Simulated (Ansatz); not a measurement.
Checking a run of Ansatz (a quantum-chemistry and plane-wave program) on Cd₄Te₃Se (R3m, 8 atoms in the cell). The aim is a self-consistent single point with DFT, PBEsol, plane waves, default PAW files made with PBE.

Input as run:

Ansatz 0.2 input:
```yaml
# Cd4Te3Se
crystal:
  lattice:
    - [2.311360, 1.334464, 15.041763]
    - [-2.311360, 1.334464, 15.041763]
    - [0.000000, -2.668929, 15.041763]
  atoms:
    - { symbol: Cd, position: [0.996620, 0.996620, 0.996620] }
    - { symbol: Cd, position: [0.253523, 0.253523, 0.253523] }
    - { symbol: Cd, position: [0.501007, 0.501007, 0.501007] }
    - { symbol: Cd, position: [0.748920, 0.748920, 0.748920] }
    - { symbol: Te, position: [0.189923, 0.189923, 0.189923] }
    - { symbol: Te, position: [0.437637, 0.437637, 0.437637] }
    - { symbol: Te, position: [0.685530, 0.685530, 0.685530] }
    - { symbol: Se, position: [0.936850, 0.936850, 0.936850] }
basis:
  ecutwfc: 145.0
kpoints:
  mp_grid:
    grid: [5, 5, 5]
hamiltonian:
  xc: pbesol
  pseudopotentials:
    kind: paw
scf:
  occupations:
    method: fermi_dirac
    width: 0.02
output:
  forces: true
  eigenvalues: true
  stress: true
```

The program printed (abridged):

```
WARN basis.ecutwfc = 145 eV is below the records' recommended cutoff, and the density's cutoff is lower with it unless basis.ecutrho_ratio is high enough to …
   [... lines left out ...]
Bands: 87, of which v1, the nominal top of the filled ones, is band 72 counted from 1 (71 counted from 0)
Symmetry: 6 space group operations
Space group: R3m (ITA 160), of the structure as read, at distance tolerance 6.5e-5 Å
k-points: 19 of 125 (time reversal used)
PAW frozen core: Cd, regenerated for the run's functional, and the local potential with it
PAW frozen core: Te, regenerated for the run's functional, and the local potential with it
PAW frozen core: Se, regenerated for the run's functional, and the local potential with it
Initial density: superposition of atomic densities (neutral atoms: chi_scale 0, normalization atom), corrected by the library's trained network
Initial wavefunctions: pseudopotential atomic-orbital guess
Eigensolver: davidson
Functional: x = pbesol(κ = 0.804, μ = 0.12345679012345678), c = pbesol(β = 0.046)
SCF iter   1: F=—  HF=-58432.149265 eV  |F-HF|=—  |Δ(HF+E_count)|=         —  Δρ=3.75e-1  dr2=2.40e2  ethr=1.77e-3  ⟨swp⟩=6.1  Hψ=5761  notcnv=0  defer=17
all-band conjugate gradients solve this SCF's bands
preconditioner: auto → LDOS
SCF iter   2: F=—  HF=-58331.854075 eV  |F-HF|=—  |Δ(HF+E_count)|=    1.00e2  Δρ=1.68e-1  dr2=8.28e1  ethr=1.77e-3  ⟨swp⟩=4.2  Hψ=4229  notcnv=0  defer=193
   [... lines left out ...]
SCF iter  11: F=—  HF=-58285.233199 eV  |F-HF|=—  |Δ(HF+E_count)|=   4.31e-7  Δρ=2.59e-5  dr2=1.64e-6  ethr=3.58e-9  ⟨swp⟩=1.9  Hψ=1529  notcnv=0  defer=195
SCF iter  12: F=—  HF=-58285.233200 eV  |F-HF|=—  |Δ(HF+E_count)|=   1.22e-7  Δρ=1.13e-5  dr2=9.20e-7  ethr=1.14e-9  ⟨swp⟩=2.0  Hψ=1688  notcnv=0  defer=195
SCF iter  13: F=-58285.233199 eV  HF=-58285.233199 eV  |F-HF|=1.48e-8  |Δ(HF+E_count)|=   1.94e-7  Δρ=3.76e-6  dr2=3.46e-8  ethr=6.94e-11  ⟨swp⟩=8.2  Hψ=7126  notcnv=0
SCF 1 converged in 13 iterations: F = -58285.233199 eV  dr2 = 3.46e-8
Free energy (F): -58285.233199 eV
Internal energy: -58285.232020 eV  (E = F + TS)
E sigma→0 (E₀):  -58285.232610 eV
Entropy (-TS):   -0.001179 eV (-0.147 meV/atom)
Fermi energy:    6.344800 eV
--- Forces (eV/Å), atoms counted from 1 ---
  atom   1  Cd     0.00000000    -0.00000001     0.56594136
  atom   2  Cd     0.00000000     0.00000000    -0.20106697
  atom   3  Cd     0.00000000     0.00000000    -0.02753261
  atom   4  Cd     0.00000000     0.00000000    -0.26962840
  atom   5  Te     0.00000000    -0.00000001     0.91974415
  atom   6  Te     0.00000000    -0.00000000     0.14613038
  atom   7  Te     0.00000000     0.00000000    -0.11987946
  atom   8  Se     0.00000000     0.00000001    -1.01745993
--- Stress (GPa, compression-positive) ---
       -9.658991       0.000000      -0.000000
        0.000000      -9.658991      -0.000000
        0.000000      -0.000000      -8.832927
  P = ⅓ Tr σ = -9.3836 GPa (-93.836 kbar)
  The stress holds the Pulay correction. Without it, at fixed plane waves, as pw.x and ABINIT print it: P = -1128.1696 GPa
```

### Question
Is anything amiss in this input, and did it matter?

### Answer
The run is not sound. The fault is a basis or grid far too coarse for these potentials. Far below the cutoff that the potentials were made for, the basis cannot represent the orbitals near the nuclei, and energies, forces and above all the stress go wrong. To fix it, restore the cutoff that the potentials need and check convergence. The run converged in 13 iterations without an error; against the sound input the free energy rises by 72.9 eV/atom, the pressure goes from -2.41 to -9.38 GPa and the largest force goes from 0.086 to 1.017 eV/Å. At a fixed set of plane waves, without the program's Pulay estimate, the pressure is -1128.17 GPa against -2.43 GPa.

The sound input it was made from differs as follows (other fixes are possible):
```diff
-  ecutwfc: 145.0
+  ecutwfc: 30.9 Ry
-    width: 0.02
+    width: 0.0015 Ry
```

With that input, the run converged in 8 iterations: free energy E − TS (on the zero of these files) -58868.1649 eV; gap on the k-point mesh 0.20 eV; pressure -2.41 GPa; largest force (vector length) 0.086 eV/Å (DFT, PBEsol, plane waves, default PAW files made with PBE).

On the sound input: the starting cell comes from a database of computed structures (which also holds hypothetical and non-ambient phases and stackings), without a prior relaxation at this level. Spin-orbit coupling is off. Ansatz's pressure includes its estimate of the finite-basis (Pulay) stress.
